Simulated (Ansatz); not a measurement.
How far PBE and PBEsol part for hypothetical P4_2/mnm GaAs, biaxial strain −0.28 %, plane normal [001], relaxed out of plane

The reference is GaAs (space group P4_2/mnm, No. 136; a = 7.025 Å, c = 4.062 Å; a hypothetical phase, not in the database extracts checked). Axes: x, y, z lie along a, b, c of the conventional cell.

(Cell as relaxed with PBE.)

Levels (all Ansatz, a first-principles code, PAW): PBE (420 eV, without spin-orbit coupling); PBEsol (420 eV, scalar-relativistic without spin-orbit coupling).

Each level relaxes its own structure.

```tsv
base	PBE	PBEsol
volume per atom	25.05 Å³	23.94 Å³
lattice parameter a	7.025 Å	6.917 Å
```

The change: compressive biaxial strain of 0.28 % in the plane normal to [001], as in epitaxy on a mismatched substrate; the out-of-plane cell vector and the atoms relax.

```csv
quantity,PBE,PBEsol
out-of-plane strain,+0.14 %,[?]
"pressure (mean of the normal stresses, compression positive)",0.21 GPa,[?]
```

Task: Predict the PBEsol column.

Result: 
- out-of-plane strain, PBEsol: +0.16 %
- pressure (mean of the normal stresses, compression positive), PBEsol: 0.23 GPa

The two differ in detail. Neither level is exact; PBEsol is the comparison here, not a measurement.

Whether these cells are dynamically stable was not tested.
